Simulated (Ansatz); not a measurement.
The starting structures come from a database of crystals and need not be the phases stable at ambient conditions.

 Where the default PAW files enter, the runs use the earlier of Ansatz's two default sets.

# Evanescent states of Ba₃MgNb₂O₉ (P-3m1, not sure to be the ambient phase, 15 atoms a cell, 14.3 Å³ an atom, -8 GPa at this level) along the normal of (001)

Computed with PBEsol (plane waves, PAW; Ansatz, an electronic-structure program).

The gap is the functional's own, uncorrected, and κ follows it; spin-orbit coupling is left out. Mid-gap values are interpolated between the computed energies.

Energies count from the valence-band top; κ is the least over a 6×6 mesh across the current.

```tsv
E (eV)	κ (1/Å)	where
0.07	0.134	Γ
0.21	0.220	Γ
0.35	0.241	Γ
0.49	0.258	Γ
0.63	…	Γ
0.77	…	Γ
0.91	…	Γ
1.05	…	Γ
1.19	…	Γ
1.33	…	Γ
1.47	…	Γ
1.61	…	Γ
1.75	…	Γ
1.89	…	Γ
2.03	…	Γ
2.17	0.292	Γ
2.31	0.271	Γ
2.45	0.228	Γ
2.59	0.155	Γ
```

Problem. What belongs in the gaps?

Solution. 
- 0.63, κ (1/Å): 0.273
- 0.77, κ (1/Å): 0.286
- 0.91, κ (1/Å): 0.297
- 1.05, κ (1/Å): 0.306
- 1.19, κ (1/Å): 0.313
- 1.33, κ (1/Å): 0.319
- 1.47, κ (1/Å): 0.324
- 1.61, κ (1/Å): 0.326
- 1.75, κ (1/Å): 0.326
- 1.89, κ (1/Å): 0.321
- 2.03, κ (1/Å): 0.308
